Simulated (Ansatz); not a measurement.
# RuAl: energy against volume

RuAl (CsCl type, Pm-3m, 13.183 Å³/atom and stress up to 0.01 GPa in the relaxed cell, cube axes along x, y and z) under hydrostatic pressure, with the cell free. PBEsol in Ansatz, a plane-wave DFT program (PAW, default set), 420 eV, 16×16×16 Γ-centred mesh, Fermi-Dirac smearing 0.05 eV; ions are relaxed, or left where forces stay under 0.02 eV/Å, within the symmetry of each cell.

Here V stands for volume and E for E less E0.

| volume (Å³/atom) | E less E0 (meV/atom) | pressure (GPa) |
|---|---|---|
| 13.3066 | 0.82 | -2.00 |
| 13.2442 | 0.21 | -1.00 |
| 13.1833 | 0.00 | 0.00 |
| 13.1299 | 0.13 | 0.90 |
| 13.0605 | 0.76 | 2.10 |
| 12.9274 | 3.44 | 4.49 |
| 12.6948 | 13.11 | 9.00 |
| 12.4159 | 33.80 | 15.00 |
| 11.8329 | ? | ? |

Taking the third-order Birch-Murnaghan form, a cubic in V^(-2/3) for E over the 8 complete rows: With u = V^(-2/3) - 0.1810, the rows have u = -0.0029172, -0.0023583, -0.0018086, -0.0013230, -0.0006871, 0.0005484, 0.0027593, 0.0055010. Least squares gives E = 2.010 + 2261.8·u + 636769·u² + 469527·u³. Residuals (row less fit): 0.001, -0.001, 0.001, -0.001, 0.004, -0.002, 0.001, 0.000; standard error 0.002 (degrees of freedom: 4). Its minimum lies at u = -0.0017795, so V0 = (0.1792205)^(-3/2) = 13.18. There d²E/du² = 1269000 and d³E/du³ = 2817000, so B0 = (4/9) × 13.18^(-7/3) × 1269000 × 0.160218 = 220 GPa (the last factor turns the table's units into GPa), and B0' = 4 + (2/3) × 0.1792205 × (2817000)/1269000 = 4.3. B0' rests on the cubic coefficient alone and has a standard error of 0.1 from these residuals.

Problem. What does the fit predict for E at V = 11.8329, and how far is the calculated value from it?

Solution. u = 0.0115776, so E = 2.010 + 2261.8 × 0.0115776 + 636769 × 0.0115776² + 469527 × 0.0115776³ = 114.278 meV/atom. The calculation gives 114.40 meV/atom, 0.122 meV/atom above the prediction (0.1 % of the range of E in the table). The row lies outside the fitted rows, so this is an extrapolation. The scatter of the fitted rows lies at the last printed digit.

In a metal these values are sensitive to mesh and smearing; energies are taken to zero smearing, stresses follow the free energy. The runs aren't spin-polarised. Other structures, which can take over under pressure, weren't tried. The same form fitted to the pressure column gives B0' = 4.4; series where the two differ by over 0.4 aren't shown. Rows are the converged runs of the series near zero and its far end, less any whose ions stayed unrelaxed beside relaxed ones; series whose fitted rows scatter by over a few per cent of the range, as at a crossing or softening among them, aren't shown in this form.
